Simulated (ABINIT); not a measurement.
Band structure of Al2Pt (Fm-3m, 3 atoms in the cell).

```
CELL_PARAMETERS angstrom
      0.00000     2.98486     2.98486
      2.98486     0.00000     2.98486
      2.98486     2.98486     0.00000
ATOMIC_POSITIONS crystal
  Al 0.25000 0.25000 0.25000
  Al 0.75000 0.75000 0.75000
  Pt 0.00000 0.00000 0.00000
```

Level of theory: PBE, norm-conserving pseudopotentials (PseudoDojo nc-sr-05 PBE standard) (plane waves; ABINIT).

Settings: pseudos = [Al.upf, Pt.upf]; ecut = 1143 eV; occopt = 7; tsmear = 0.00499791 Ha; ngkpt = 7 7 7; nshiftk = 1; shiftk = 0 0 0; potentials = PseudoDojo nc-sr-05 PBE standard; kptopt = 1; nstep = 60; tolvrs1 = 1e-10; ndtset = 2; getden2 = 1.

The starting cell comes from a database of computed structures (which also holds hypothetical and non-ambient phases and stackings), without a prior relaxation at this level. Its lattice was rescaled by a random factor within 2.5 % of one. Spin-orbit coupling is off. Spin polarisation is off.

Levels in eV from the Fermi level, bands 9 to 16:
```
point      9     10     11     12     13    14    15    16
-----  -----  -----  -----  -----  -----  ----  ----  ----
Γ      -3.56  -3.56   2.76   3.82   3.82  3.82  5.26  5.26
X      -3.65  -3.31  -3.09  -1.53  -1.53  2.96  3.36  8.07
W      -3.65  -3.15  -2.70  -2.70  -0.85  5.08  5.08  6.16
K      -3.83  -3.51  -2.96  -1.95  -0.57  3.20  5.34  6.70
L      -3.60  -3.35  -3.35   1.04   1.04  3.73  5.04  5.04
U      -3.83  -3.51  -2.96  -1.95  -0.57  3.20  5.34  6.70
```

Bands cross the Fermi level along this path, so the cell is metallic at this level.
